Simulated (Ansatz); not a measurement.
Functionals compared on the (211) surface of fcc Pb in its 1x1 cell, outermost plane spacing 1.03 Å in the ideal cut, in Ansatz (plane waves, PAW). The structure was relaxed with PBE; the other rows are single points on it, each with its references at the same level. Cutoff 420 eV (500 eV for r2SCAN).

Slab: 11 atoms, 10.3 Å thick at the start (thin: gaps and levels are the slab's own); k 11x5x1, smearing 0.1 eV, dipole-corrected; all atoms relaxed; symmetry of the start imposed; no spin, no spin-orbit, no U. These notes are the PBE run's.

| functional | surface energy (J/m²) | work function of the top face (eV) | rough cost of the single point |
|---|---|---|---|
| PBE | 0.32 | 3.75 | – |
| LDA | 0.48 | 4.06 | very roughly 2.1 core-minutes |
| PBEsol | 0.43 | 3.84 | very roughly 2.1 core-minutes |
| RPBE | 0.22 | 3.61 | about 2.2 core-minutes (a rough figure) |
| r2SCAN | 0.34 | 3.82 | roughly 5 core-minutes |

Ansatz is an electronic-structure program.
